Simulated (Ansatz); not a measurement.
Start from Rh in the fcc (Cu type) structure (space group Fm-3m, No. 225; a = 3.780 Å).

The change: cell and atoms relaxed at a pressure of 7.5 GPa.

Levels (all Ansatz, an electronic-structure program, PAW): PBEsol (420 eV, no spin-orbit coupling); PBEsol+SOC (420 eV, noncollinear with spin-orbit coupling).

The geometry is relaxed with PBEsol.

```
Property          Result
---------------  -------
PBEsol pressure  7.5 GPa
```

Q: What does PBEsol+SOC give at this geometry for the pressure?

A: The pressure grows by 0.2 GPa to 7.7 GPa.

Single points use the geometry relaxed with PBEsol. Differences between runs with and without spin-orbit coupling are approximate. Load acts through the strain it causes; cell and atoms are relaxed under it. No phonon test of stability was made. Competing high-pressure phases were not computed. The runs without spin-orbit coupling are not spin-polarised.
